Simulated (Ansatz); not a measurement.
Ge₃Si (model structure, P-4m2, No. 115, 4 atoms in the cell), treated with r²SCAN (PAW; Ansatz, a program for electronic structure).

Input file:

Ansatz 0.2 input:
```yaml
crystal:
  lattice:
    - [3.9397014489, 0.0, 0.0]
    - [0.0, 3.9397014489, 0.0]
    - [0.0, 0.0, 5.5669541044]
  atoms:
    - { symbol: Si, position: [0.0, 0.0, 0.0] }
    - { symbol: Ge, position: [0.5, 0.0, 0.2443078609] }
    - { symbol: Ge, position: [0.5, 0.5, 0.5] }
    - { symbol: Ge, position: [0.0, 0.5, 0.7556921391] }
basis:
  ecutwfc: 560
  ecutrho_ratio: 4
  xc_grid: 3
kpoints:
  mp_grid: { grid: [8, 8, 6] }
hamiltonian:
  xc: r2scan
  dispersion: none
  pseudopotentials: { kind: paw }
scf:
  occupations: { method: fermi_dirac, width: 0.01 }
output:
  forces: true
  stress: true
  eigenvalues: true
relax:
  f_tol: 0.004
  escape_saddle: false
  max_steps: 80
  cell: { stress_tol: 0.02, fix: [volume] }
```

Output (set-up and result lines):

```
Relaxation: its limit of steps is 80 (relax.max_steps)
Crystal: 4 atoms, lattice volume = 86.406 Å³
Basis set: ecut = 560 eV, 2589 PW (Γ), exchange–correlation on 96×96×135 points (27 copies of the dense FFT grid, shifted against one another)
Bands: 28, of which v1, the nominal top of the filled ones, is band 23 counted from 1 (22 counted from 0)
Symmetry: 8 space group operations
Space group: P-4m2 (ITA 115), of the structure as read, at distance tolerance 4.4e-5 Å
k-points: 60 of 384 (time reversal used)
Functional: x = r2scan, c = r2scan; τ floored in thin density (d = 2e-4 eV/Å³)
SCF iter   1: F=—  HF=-13547.721488 eV  |F-HF|=—  |Δ(HF+E_count)|=         —  Δρ=6.27e-3  dr2=2.40e-2  dr2_τ=1.33e-2
SCF iter   2: F=—  HF=-13547.740438 eV  |F-HF|=—  |Δ(HF+E_count)|=   1.90e-2  Δρ=1.67e-3  dr2=1.50e-3  dr2_τ=5.84e-5
  ...
SCF 1 converged in 6 iterations: F = -13547.740161 eV  dr2 = 3.68e-8
Crystal: 4 atoms, lattice volume = 86.406 Å³
Initial density: handed on by an earlier stage of this run
SCF iter   5: F=—  HF=-13547.740161 eV  |F-HF|=—  |Δ(HF+E_count)|=  1.82e-11  Δρ=3.07e-7  dr2=5.29e-11  dr2_τ=1.01e-12
SCF iter   6: F=-13547.740161 eV  HF=-13547.740161 eV  |F-HF|=5.46e-12  |Δ(HF+E_count)|=  2.73e-11  Δρ=6.02e-8  dr2=3.57e-12  dr2_τ=1.08e-13
SCF 2 converged in 6 iterations: F = -13547.740161 eV  dr2 = 3.57e-12
SCF converged after 6 iterations
Free energy (F): -13547.740161 eV
Internal energy: -13547.740161 eV  (E = F + TS)
E sigma→0 (E₀):  -13547.740161 eV
Fermi energy:    8.414674 eV
--- Forces (eV/Å), atoms counted from 1 ---
  atom   1  Si     0.00000000    -0.00000000    -0.00000000
  atom   2  Ge    -0.00000000     0.00000000     0.00008229
  atom   3  Ge     0.00000000    -0.00000000    -0.00000000
  atom   4  Ge    -0.00000000     0.00000000    -0.00008229
--- Stress (GPa, compression-positive) ---
        1.665104       0.000000       0.000000
        0.000000       1.665104       0.000000
        0.000000       0.000000       1.655151
  P = ⅓ Tr σ = 1.6618 GPa (16.618 kbar)
```

The cell is one volume of an energy–volume scan, off the minimum.

The PAW data were made under PBE.

Note: the relaxation could raise the start's symmetry but not lower it, so the cell can be a saddle point.

A model structure was made by putting elements into a prototype or built by hand; it is no filed structure, need not be a known phase, and can be a saddle point held by its symmetry.
